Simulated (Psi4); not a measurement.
Psi4 1.11, HF/def2-svp, scf_type pk: B(Br)(Me)(NMe2) (CB(Br)N(C)C), 15 atoms. The geometry is a generated start, not checked to be a minimum at this level.

- task: energy
- method: scf
- basis: def2-svp
- memory: 7 GB
- e_convergence: 1e-08
- d_convergence: 1e-07
- guess: auto, which took SAD (default)
- diis_max_vecs: 10 (default)
- scf_initial_accelerator: adiis (default)
- basis functions: 147

```xyz
15

B      0.0571    -0.3720    -0.9859
Br     0.4414    -2.0591    -1.7983
C     -0.3704     0.8003    -1.9667
H      0.0298     0.6401    -2.9685
H     -0.0518     1.7893    -1.6464
H     -1.4558     0.8364    -2.0719
N      0.1337    -0.2561     0.3929
C      0.5015    -1.3215     1.3057
C     -0.2038     0.9493     1.1234
H      1.1765    -0.9321     2.0736
H     -0.3879    -1.7248     1.7993
H      1.0045    -2.1305     0.7804
H     -0.9709     0.7262     1.8692
H      0.6787     1.3396     1.6406
H     -0.5827     1.7149     0.4526
```

The reference run uses exact four-centre integrals (scf_type = pk). Single runs; times are not shown.

Settings tried, all else as in the reference:
- scf_type = mem_df
- scf_type = cd, cholesky_tolerance = 0.001
- scf_type = cd, cholesky_tolerance = 0.0001 (default)
- scf_type = dfdirj+cosx, cosx_radial_points_final = 25, cosx_spherical_points_final = 50
- scf_type = dfdirj+cosx
- scf_type = dfdirj+cosx, cosx_radial_points_final = 50, cosx_spherical_points_final = 194
- scf_type = dfdirj+cosx, cosx_radial_points_final = 75, cosx_spherical_points_final = 302
- scf_type = cd, cholesky_tolerance = 0.01
- scf_type = cd, cholesky_tolerance = 1e-06
- scf_type = dfdirj+snlink
- scf_type = cd, cholesky_tolerance = 1e-05
- scf_type = dfdirj+link

Question: Which settings reproduce the reference to 1.0 meV/atom in energy?

Answer: Within it: scf_type = dfdirj+cosx, cosx_radial_points_final = 75, cosx_spherical_points_final = 302; scf_type = cd, cholesky_tolerance = 1e-06; scf_type = cd, cholesky_tolerance = 1e-05; scf_type = dfdirj+link; scf_type = dfdirj+snlink; scf_type = mem_df; scf_type = dfdirj+cosx, cosx_radial_points_final = 50, cosx_spherical_points_final = 194. Outside: scf_type = cd, cholesky_tolerance = 0.0001 (default); scf_type = dfdirj+cosx; scf_type = dfdirj+cosx, cosx_radial_points_final = 25, cosx_spherical_points_final = 50; scf_type = cd, cholesky_tolerance = 0.001; scf_type = cd, cholesky_tolerance = 0.01.

```json
[
 {"setting": "scf_type = dfdirj+cosx, cosx_radial_points_final = 75, cosx_spherical_points_final = 302", "energy against the reference": "−0.019 meV/atom"},
 {"setting": "scf_type = cd, cholesky_tolerance = 1e-06", "energy against the reference": "+0.083 meV/atom"},
 {"setting": "scf_type = cd, cholesky_tolerance = 1e-05", "energy against the reference": "+0.20 meV/atom"},
 {"setting": "scf_type = dfdirj+link", "energy against the reference": "−0.24 meV/atom"},
 {"setting": "scf_type = dfdirj+snlink", "energy against the reference": "−0.24 meV/atom"},
 {"setting": "scf_type = mem_df", "energy against the reference": "+0.25 meV/atom"},
 {"setting": "scf_type = dfdirj+cosx, cosx_radial_points_final = 50, cosx_spherical_points_final = 194", "energy against the reference": "−0.45 meV/atom"},
 {"setting": "scf_type = cd, cholesky_tolerance = 0.0001 (default)", "energy against the reference": "+1.8 meV/atom"},
 {"setting": "scf_type = dfdirj+cosx", "energy against the reference": "−5.1 meV/atom"},
 {"setting": "scf_type = dfdirj+cosx, cosx_radial_points_final = 25, cosx_spherical_points_final = 50", "energy against the reference": "−8.0 meV/atom"},
 {"setting": "scf_type = cd, cholesky_tolerance = 0.001", "energy against the reference": "+9.3 meV/atom"},
 {"setting": "scf_type = cd, cholesky_tolerance = 0.01", "energy against the reference": "+66 meV/atom"}
]
```

Total energies are compared; such shifts often cancel in part in energy differences. The DFDIRJ builders fit J, which adds its shift to that of exchange. Psi4 runs the final COSX grid once, on the density of the start grid. Also tried and not ranked: scf_type = direct (same energy as a listed run). The tolerance is a choice made for this comparison.
